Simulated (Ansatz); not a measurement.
## ZrO2: pressure series

Take ZrO₂ in the fluorite structure (space group Fm-3m, No. 225) as the base.

```
CELL_PARAMETERS angstrom
      0.00000     2.55794     2.55794
      2.55794     0.00000     2.55794
      2.55794     2.55794     0.00000
ATOMIC_POSITIONS crystal
  Zr 0.00000 0.00000 0.00000
  O  0.25000 0.25000 0.25000
  O  0.75000 0.75000 0.75000
```

Cell and atoms are relaxed at each pressure.

The values are results of Kohn–Sham DFT with the PBE functional, run in Ansatz (an electronic-structure program) with PAW and 420 eV plane waves, no spin-orbit coupling, not measurements.

```
pressure (GPa)  band gap (eV)
--------------  -------------
-2                       3.29
-1                       3.31
0                        3.32
0.9                      3.33
2.1                      3.34
4.5                      3.37
9                           ?
15                       3.47
```

Question: Fit E_g = E₀ + αP + βP² to the rows shown and predict the withheld row.

Answer: Least squares on the printed values gives E₀ = 3.32 eV, α = 12.0 meV/GPa, β = -0.13 meV/GPa² (largest residual 0.00 eV); this predicts 3.42 eV, and the run gives 3.42 eV, in agreement.

Load acts through the strain it causes; cell and atoms are relaxed under it. Stability against distortions was not tested. Competing high-pressure phases were not computed. This is not the structure that ZrO2 has at room temperature and ambient pressure.
